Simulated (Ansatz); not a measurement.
Cost and result by functional for the adsorption energy of O on the 1x1 (110) surface of bcc W, one in a 2x2 cell, started at the site 'hollow W-W-W', in Ansatz (plane waves, PAW). Single points on the PBE structure, on one kind of machine; costs are rough ratios of the slab run's core time (references not counted) to the cheapest single point. r2SCAN's cost holds its higher cutoff (500 against 420 eV). Differences are taken against r2SCAN for comparison alone: no measured value is at hand, so the table doesn't rank accuracy.

Slab: 17 atoms, 6.6 Å thick at the start under the adsorbate (thin: gaps and levels are the slab's own); k 6x6x1, smearing 0.1 eV, dipole-corrected; 8 atoms held, the rest relaxed; held to the start's symmetry, so lower structures may exist; no spin, no spin-orbit, no U, no dispersion correction. At the end it is bonded to 3 W. In PBE it is, or lies within 0.03 eV of, the lowest of the starts that converged. These notes are the PBE run's. Adsorption energies are against ½ O2(g). A negative adsorption energy means that the adsorbate is more stable on the surface than in its reference.

| functional | relative cost | adsorption energy (eV) | less r2SCAN (eV) |
|---|---|---|---|
| RPBE | 1 | -3.88 | 0.56 |
| r2SCAN | 2 | -4.44 | 0.00 |
| PBE (the relaxed run's value) | – | -4.16 | 0.28 |

The values span 0.56 eV, while the single points' costs differ by a factor of roughly 2. Differences are of unrounded values.

Ansatz is an electronic-structure program.
